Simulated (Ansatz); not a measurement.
**A computed series for SiS2: pressure series**

Base system: SiS2 (space group Ibam, No. 72; a = 5.803 Å, b = 9.892 Å, c = 5.546 Å; made of chains).

Cell and atoms are relaxed at each pressure.

Method: Ansatz (a program for electronic structure), r2SCAN, PAW, cutoff 500 eV, spin-orbit coupling left out.

```csv
variant,gap character,volume per atom,width of the top valence band
base,"indirect, Σ₀–Γ (22 % along) → k = (3/8, 3/8, -3/8) in the run's primitive reciprocal basis",26.53 Å³,0.83 eV
pressure 0.3 GPa,"indirect, Σ₀–Γ (22 % along) → G₀–X (50 % along)",25.49 Å³,0.86 eV
pressure 0.7 GPa,"indirect, Σ₀–Γ (22 % along) → G₀–X (50 % along)",24.54 Å³,0.88 eV
pressure 1.5 GPa,"indirect, Σ₀–Γ (20 % along) → G₀–X (50 % along)",23.30 Å³,0.96 eV
pressure 5 GPa,"indirect, Σ₀–Γ (20 % along) → X",20.61 Å³,1.12 eV
pressure 7.5 GPa,"indirect, Σ₀–Γ (20 % along) → X",19.52 Å³,1.17 eV
pressure 10 GPa,"indirect, Σ₀–Γ (18 % along) → X",18.70 Å³,1.23 eV
```

Load acts through the strain it causes; cell and atoms are relaxed under it. Whether these cells are dynamically stable was not tested. Competing high-pressure phases were not computed. No dispersion term is included, though the crystal is made of layers, chains or molecules, so its spacings can come out too wide.
